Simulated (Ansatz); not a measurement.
SrPd3O4: strain tensor (xx, yy, zz, yz, xz, xy) = (+1.30, +0.82, −0.98, +0.49, +1.49, +0.92) %

The parent structure is SrPd3O4 (space group Pm-3n, No. 223; a = 5.804 Å). Axes: x, y, z lie along the cube axes.

The change: strain tensor (xx, yy, zz, yz, xz, xy) = (+1.30, +0.82, −0.98, +0.49, +1.49, +0.92) %, atoms relaxed at fixed cell.

All numbers come from plane-wave PAW DFT at the PBEsol level (Ansatz, an electronic-structure program, 420 eV), scalar-relativistic without spin-orbit coupling. Settings: 7×7×7 k-points, 0.05 eV Fermi–Dirac smearing.

```tsv
quantity	base	changed	shift
volume per atom	12.22 Å³	12.35 Å³	+0.13 Å³
space group	Pm-3n (No. 223)	P-1 (No. 2)	–
shortest interatomic distance	2.052 Å	2.042 Å	-0.010 Å
energy relative to the base (free energy F)	0 meV/atom	+5.8 meV/atom	+5.8 meV/atom
pressure (mean of the normal stresses, compression positive)	0.0 GPa	-1.8 GPa	-1.8 GPa
band gap	zero	zero	–
largest internal atomic displacement	–	0.029 Å	–
stress (xx, yy, zz, yz, xz, xy; compression positive) (rough)	–	(-3.1, -2.5, 0.1, -0.6, -2.0, -1.2) GPa	–
```

Final structure:

```
SrPd3O4
1.0
    5.87927     0.05310     0.08619
    0.05310     5.85141     0.02815
    0.08619     0.02815     5.74694
Sr Pd O
2 6 8
Direct
  0.50000   0.50000   0.50000
  0.00000   0.00000   0.00000
  0.75037   0.00090   0.49855
  0.24963   0.99910   0.50145
  0.50091   0.25044   0.99948
  0.49909   0.74956   0.00052
  0.99838   0.50056   0.24994
  0.00162   0.49944   0.75006
  0.74978   0.25266   0.24713
  0.25022   0.74734   0.75287
  0.25261   0.24884   0.75143
  0.74739   0.75116   0.24857
  0.24604   0.74872   0.25266
  0.75396   0.25128   0.74734
  0.75161   0.74963   0.74879
  0.24839   0.25037   0.25121
```

Cost of the whole job for the changed cell (relaxation, final SCF and bands): around 15 core-minutes (rough).

Without a gap, meshes like the base's 7×7×7 leave anisotropic stresses uncertain by several tenths of a GPa, and small strain energies with them. No phonon test of stability was made. No Hubbard U is applied, and correlation can decide whether such a compound is a metal. The final runs are not spin-polarised. A zero or small gap of SrPd3O4 can be the functional's error rather than a property of the material.
